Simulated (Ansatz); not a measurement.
Input and output of a relaxation of cell and atoms for CdHgSe2 (P-4m2, 4 atoms in the cell) (Ansatz, a program for electronic structure).

Method: PBEsol, default PAW files made with PBE (plane waves; Ansatz).

```
CdHgSe2
1.0
    4.34765     0.00000     0.00000
    0.00000     4.34765     0.00000
    0.00000     0.00000     6.13584
Cd Hg Se
1 1 2
Direct
  0.50000   0.50000   0.50000
  0.00000   0.00000   0.00000
  0.00000   0.50000   0.25301
  0.50000   0.00000   0.74699
```

Reference input (self-consistent single point, DFT, PBEsol, plane waves, default PAW files made with PBE): kpoints.mp_grid.grid = 5 5 4; hamiltonian.xc = pbesol; hamiltonian.pseudopotentials = {kind: paw} (the program's default PAW files); scf.occupations.method = methfessel_paxton; scf.occupations.width = 0.1 eV. This run's input differs from it in these lines:

Ansatz 0.2 input:
```diff
@@ -10,2 +10,4 @@
     - { symbol: Se, position: [0.500000, 0.000000, 0.746990] }
+basis:
+  ecutwfc: 590.0 eV
 kpoints:
@@ -17,2 +19,4 @@
   occupations: { method: methfessel_paxton, width: 0.1 eV }
+relax:
+  cell: {}
 output:
```

Log, with long lists cut:

```
   [... SCF lines of the steps left out ...]
relax step   1: F+E_penalty+E_count = -32702.00858626 eV  Δ(F+E_penalty+E_count) = +0.000e0 eV  max|allowed force component| = 1.257e-2 eV/Å  Δτ_max = 0.0000 Å  P = -0.849 GPa  Ω = 115.980 Å³  (7 SCF iters, dr2 threshold 1.00e-7 eV, accepted)
relax step   2: F+E_penalty+E_count = -32702.01287819 eV  Δ(F+E_penalty+E_count) = -4.292e-3 eV  max|allowed force component| = 2.661e-2 eV/Å  Δτ_max = 0.0042 Å  P = +0.410 GPa  Ω = 113.128 Å³  energy of the carried Pulay correction = +7.449e-5 eV  [...]
   [... lines left out ...]
relax step   4: F+E_penalty+E_count = -32702.01409555 eV  Δ(F+E_penalty+E_count) = -2.357e-5 eV  max|allowed force component| = 2.307e-4 eV/Å  Δτ_max = 0.0004 Å  P = -0.003 GPa  Ω = 114.013 Å³  energy of the carried Pulay correction = +5.114e-5 eV  [...]
relax step   5: F+E_penalty+E_count = -32702.01404526 eV  Δ(F+E_penalty+E_count) = +5.028e-5 eV  max|allowed force component| = 2.397e-4 eV/Å  Δτ_max = 0.0000 Å  P = -0.003 GPa  Ω = 114.013 Å³  stress off target by 2.30e-2 GPa  SCF on the basis [...]
basis re-selected at this cell: Δ(F+E_penalty+E_count) = +5.028e-5 eV, ΔP = +0.000 GPa vs the last step
the relaxation is at rest under the 8 symmetry operations that the run kept from its start: a minimum is not shown …
Stability not checked (fill_not_monotonic)
Free energy (F): -32702.014045 eV
Internal energy: -32702.013710 eV  (E = F + TS)
   [... lines left out ...]
Fermi energy:    7.838226 eV
  cell:  # Å, volume = 114.0126 Å³
   [... lines left out ...]
    - [-6.772659140347817e-19, -7.26955910400646e-34, 6.082821017622681]
  atoms:
    - { symbol: Cd, position: [0.5, 0.5, 0.49999999999999994] }
    - { symbol: Hg, position: [5.437606941170766e-33, -8.859644710665199e-35, -4.39435206804311e-34] }
    - { symbol: Se, position: [7.600561045011809e-21, 0.5, 0.2528159668582673] }
    - { symbol: Se, position: [0.5, 8.859644710665204e-35, 0.7471840331417327] }
```

The run converged. 

Summary of the result:
| Quantity | Value |
|---|---|
| Free energy E − TS (on the zero of these files) | -32702.0140 eV |
| Fermi level (on the code's own zero) | 7.84 eV |
| Pressure | 0.00 GPa |
| Final cell | a = b = 4.3294 Å, c = 6.0828 Å, α = β = γ = 90.00° |
| Final volume per atom | 28.50 Å³ |
| Relaxation steps | 5 |

The starting cell comes from a database of computed structures (which also holds hypothetical and non-ambient phases and stackings), without a prior relaxation at this level. Its lattice was rescaled by a random factor within 2.5 % of one. The relaxation keeps the symmetry of its start, so its end need not be a minimum. Ansatz's pressure includes its estimate of the finite-basis (Pulay) stress. The run gives no clean gap (levels at the Fermi energy touch, overlap or are partly filled at this smearing), which alone does not show that the compound is a metal.

Cost on one core of a shared machine: roughly 60 s.
